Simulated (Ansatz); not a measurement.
**Al₃BC (P6₃/mmc, No. 194, 10 atoms in the cell; start mp-1228446)**

All values below come from PBEsol (plane waves, PAW; Ansatz, a first-principles code).

Run with plane-wave cutoff 520 eV, 12×12×4 k mesh (along the axes of the cell as run), Fermi–Dirac smearing 0.01 eV, scalar-relativistic PAW data made under PBE.

Cell (relaxed with PBEsol):

Space group P6₃/mmc (No. 194); a = b = 3.4851 Å, c = 11.4998 Å, α = β = 90.00°, γ = 120.00°

```csv
atom,site,symmetry,x,y,z
Al,4f,3m.,0.3333,0.6667,0.0758
Al,2b,-6m2,0.0000,0.0000,0.2500
B,2a,-3m.,0.0000,0.0000,0.0000
C,2c,-6m2,0.3333,0.6667,0.2500
```

```json
{
 "band_gap": "0.39 eV (indirect)",
 "smallest_direct_gap_on_the_k_points_sampled": "1.61 eV"
}
```

Static lattice: no zero-point or thermal effects.

Cost on a shared machine: very roughly 30 core-seconds.

A start named mp-… is a Materials Project structure, which need not be a measured phase.
